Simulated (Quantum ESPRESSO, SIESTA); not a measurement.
**One structure in several programs: MnI2 (P-3m1, 3 atoms in the cell)**

Self-consistent single point.

```
CELL_PARAMETERS angstrom
      4.16858     0.00000     0.00000
     -2.08429     3.61010     0.00000
      0.00000     0.00000     7.14620
ATOMIC_POSITIONS crystal
  Mn 0.00000 0.00000 0.00000
  I  0.33333 0.66667 0.23089
  I  0.66667 0.33333 0.76911
```
Moments meant for the start (each program seeds them in its own way; μB, in the order of the atoms Mn I I): 4.0 0.0 0.0.

Shared settings, as Quantum ESPRESSO writes them: occupations = smearing; smearing = fd; degauss = 0.0036749 Ry; noncolin = true; lspinorb = true; K_POINTS = automatic 5 5 3 0 0 0. Potentials and cutoffs stand in the table.

| code | model | pressure (GPa) | largest force (eV/Å) | gap on the mesh (eV) | size of the net moment (μB/atom) | cutoff |
|---|---|---|---|---|---|---|
| SIESTA | GGA PBEsol with spin-orbit coupling, numerical atomic orbitals DZP, PseudoDojo PBEsol fully relativistic norm-conserving potentials (rewritten from UPF to PSML) | – | 0.223 | 1.329 | 1.66 | grid 400 Ry |
| Quantum ESPRESSO | PBEsol, spin-orbit coupling, PseudoDojo fully relativistic norm-conserving (PBESOL) pseudopotentials | -1.70 | 0.231 | 0.945 | 1.66 | 100 Ry |

A dash marks a value that a program does not give, or that is left out as unsure.

Gaps are read on the mesh.

On SIESTA's run: with one magnetic atom in the cell only a parallel order is possible.

The spread over the programs that give each value: largest force within 0.008 eV/Å; gap on the mesh within 0.384 eV; size of the net moment within 0.00 μB/atom.

SIESTA uses small atom-centred bases, whose incompleteness enters pressures, forces and empty levels differently from a plane-wave cutoff.

The starting cell comes from a database of computed structures (which also holds hypothetical and non-ambient phases and stackings), without a prior relaxation at this level.

Left out of this page: Ansatz and Elk (with a known weakness of the program).
